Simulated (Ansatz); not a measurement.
Output of an Ansatz run (abridged):

```
WARN the atoms were moved onto the symmetric positions of the space group found under crystal.symmetry.tolerance 1.0e-5 (fractional …
WARN ansatz: RAYON_NUM_THREADS=1 ignored (pool sized by the plan → 1); use --threads N
Pseudopotentials: kind: paw
Pseudopotential: Ni, paw, valence charge 18
Pseudopotential: Te, paw, valence charge 16
Crystal: 3 atoms, lattice volume = 70.499 Å³
Basis set: ecut = 420 eV, 1399 PW (Γ)
Bands: 30, of which v1, the nominal top of the filled ones, is band 25 counted from 1 (24 counted from 0)
Symmetry: 12 space group operations
Space group: P-3m1 (ITA 164), of the structure as read, at distance tolerance 4.1e-5 Å
k-points: 72 of 600
PAW frozen core: Ni, regenerated for the run's functional, and the local potential with it
PAW frozen core: Te, regenerated for the run's functional, and the local potential with it
Initial density: superposition of atomic densities (neutral atoms: chi_scale 0, normalization atom), corrected by the library's trained network
Initial wavefunctions: pseudopotential atomic-orbital guess
Eigensolver: davidson
Functional: x = slater, c = lda
SCF iter   1: F=—  HF=-19428.475143 eV  |F-HF|=—  |Δ(HF+E_count)|=         —  Δρ=1.30e-2  dr2=6.26e-2  ethr=1.77e-3  ⟨swp⟩=6.1  Hψ=9135  notcnv=0
all-band conjugate gradients solve this SCF's bands
preconditioner: auto → LDOS
SCF iter   2: F=—  HF=-19428.475499 eV  |F-HF|=—  |Δ(HF+E_count)|=   3.56e-4  Δρ=1.15e-2  dr2=4.96e-2  ethr=1.25e-4  ⟨swp⟩=2.0  Hψ=4828  notcnv=0  defer=34
SCF iter   3: F=—  HF=-19428.467431 eV  |F-HF|=—  |Δ(HF+E_count)|=   8.07e-3  Δρ=4.97e-3  dr2=1.15e-2  ethr=9.91e-5  ⟨swp⟩=2.0  Hψ=4115  notcnv=0  defer=34
SCF iter   4: F=—  HF=-19428.466610 eV  |F-HF|=—  |Δ(HF+E_count)|=   8.21e-4  Δρ=2.45e-3  dr2=2.85e-3  ethr=2.29e-5  ⟨swp⟩=1.0  Hψ=2114  notcnv=0  defer=34
SCF iter   5: F=—  HF=-19428.466358 eV  |F-HF|=—  |Δ(HF+E_count)|=   2.52e-4  Δρ=5.75e-4  dr2=1.81e-4  ethr=5.71e-6  ⟨swp⟩=1.2  Hψ=2146  notcnv=0  defer=34
SCF iter   6: F=—  HF=-19428.466347 eV  |F-HF|=—  |Δ(HF+E_count)|=   1.14e-5  Δρ=4.69e-5  dr2=8.75e-7  ethr=3.62e-7  ⟨swp⟩=2.0  Hψ=2370  notcnv=0  defer=34
SCF iter   7: F=—  HF=-19428.466346 eV  |F-HF|=—  |Δ(HF+E_count)|=   6.33e-7  Δρ=2.15e-5  dr2=2.32e-7  ethr=2.00e-10  ⟨swp⟩=8.4  Hψ=10520  notcnv=0
SCF iter   8: F=-19428.466346 eV  HF=-19428.466346 eV  |F-HF|=5.40e-9  |Δ(HF+E_count)|=   8.20e-9  Δρ=4.20e-6  dr2=1.04e-8  ethr=2.00e-10  ⟨swp⟩=4.1  Hψ=6748  notcnv=0
SCF 1 converged in 8 iterations: F = -19428.466346 eV  dr2 = 1.04e-8
SCF converged after 8 iterations
Free energy (F): -19428.466346 eV
Harris-Foulkes:  -19428.466346 eV  (|F-HF|=5.40e-9)
Internal energy: -19428.456177 eV  (E = F + TS)
E sigma→0 (E₀):  -19428.461261 eV
Entropy (-TS):   -0.010169 eV (-3.390 meV/atom)
Fermi energy:    11.425094 eV
--- Per-component energies (eV) ---
  E_band       = -853.107478
  E_kinetic    = 648.163781
  E_local      = -7263.096929  (includes V_loc(G=0)·N_el)
  E_nonlocal   = 31.545127
  E_hartree    = 3672.879599
  E_xc         = -332.460190
  E_vxc        = -319.463677  (∫ρ·V_xc dr)
  E_paw        = -10586.061846  (= ΣΔE_a)
  E_vpaw       = -1296.023099  (= ΣTr[D̂ρ^β])
  E_aug_tail   = 0.000062  (compensation charges beyond the density's cutoff)
  E_ewald      = -5601.217224
  E_core_change = 1.791443  (= ΣΔE_core)
  E_smearing   = -0.010169  (= −TS)
  E_closure    = -0.000000  (closes the sum)
  Σ components = -19428.466346   (vs F -19428.466346, Δ=0.00e0)
--- Forces (eV/Å), atoms counted from 1 ---
  atom   1  Ni     0.00000000     0.00000000     0.00000000
  atom   2  Te    -0.00000000     0.00000000    -0.29614569
  atom   3  Te     0.00000000    -0.00000000     0.29614569
  max |Σ_I F_I| component: 5.78e-19 eV/Å
--- Stress (GPa, compression-positive) ---
       -6.249300       0.000000      -0.000000
        0.000000      -6.249300      -0.000000
       -0.000000      -0.000000      -5.676493
  P = ⅓ Tr σ = -6.0584 GPa (-60.584 kbar)
  The stress holds the Pulay correction. Without it, at fixed plane waves, as pw.x and ABINIT print it: P = -6.1108 GPa
--- Band table (eV; the first three rows and the last of 72) ---
  k-point 0: bands = ["-91.2292", "-52.0871", "-52.0871", "-52.0188", "-25.6837", "-25.6837", "-25.6828", "-25.6807", "-25.6650", "-25.6650", "-25.6465", "-25.6465", "-25.6447", "-25.6447", "-2.2188", "0.8657", "5.5725", "7.8177", "7.8177", [...]
  k-point 1: bands = ["-91.2292", "-52.0871", "-52.0871", "-52.0188", "-25.6828", "-25.6827", "-25.6827", "-25.6808", "-25.6666", "-25.6666", "-25.6466", "-25.6466", "-25.6440", "-25.6440", "-2.1102", "0.5265", "6.1028", "7.8371", "7.8371", [...]
  k-point 2: bands = ["-91.2292", "-52.0871", "-52.0871", "-52.0188", "-25.6827", "-25.6808", "-25.6799", "-25.6799", "-25.6704", "-25.6704", "-25.6465", "-25.6465", "-25.6429", "-25.6429", "-1.8160", "-0.1397", "7.2995", "7.8769", "7.8769", [...]
  k-point 71: bands = ["-91.2292", "-52.0875", "-52.0874", "-52.0187", "-25.6853", "-25.6849", "-25.6794", "-25.6715", "-25.6688", "-25.6684", "-25.6443", "-25.6428", "-25.6421", "-25.6402", "0.1918", "0.3084", "6.0043", "6.1234", "6.6652", [...]
```

The structure:

```
CELL_PARAMETERS angstrom
      3.88675     0.00000     0.00000
     -1.94337     3.36602     0.00000
      0.00000     0.00000     5.38866
ATOMIC_POSITIONS crystal
  Ni 0.00000 0.00000 0.00000
  Te 0.33333 0.66667 0.24192
  Te 0.66667 0.33333 0.75808
```

Problem. Write an input that gives this output.

Solution. Other spellings and defaults could give the same log, and not every line can be read from it. The input that was run (DFT, LDA (PW92), plane waves, default PAW files made with PBE):

Ansatz 0.2 input:
```yaml
# NiTe2
crystal:
  lattice:
    - [3.886747, 0.000000, 0.000000]
    - [-1.943374, 3.366021, 0.000000]
    - [0.000000, 0.000000, 5.388659]
  atoms:
    - { symbol: Ni, position: [0.000000, 0.000000, 0.000000] }
    - { symbol: Te, position: [0.333333, 0.666667, 0.241920] }
    - { symbol: Te, position: [0.666667, 0.333333, 0.758080] }
basis:
  ecutwfc: 420.0 eV
kpoints:
  mp_grid: { grid: [10, 10, 6] }
hamiltonian:
  xc: lda
  pseudopotentials: { kind: paw }
scf:
  occupations: { method: gaussian, width: 0.1 eV }
output:
  forces: true
  eigenvalues: true
  stress: true
```

The starting cell comes from a database of computed structures (which also holds hypothetical and non-ambient phases and stackings), without a prior relaxation at this level. Its lattice was rescaled by up to half a per cent. Spin-orbit coupling is off. Spin polarisation is off, so a magnetic state, if there is one, cannot be reached. With a pressure of about -6 GPa the cell is away from its equilibrium volume at this level. Ansatz's pressure includes its estimate of the finite-basis (Pulay) stress.

Ansatz is a first-principles code.
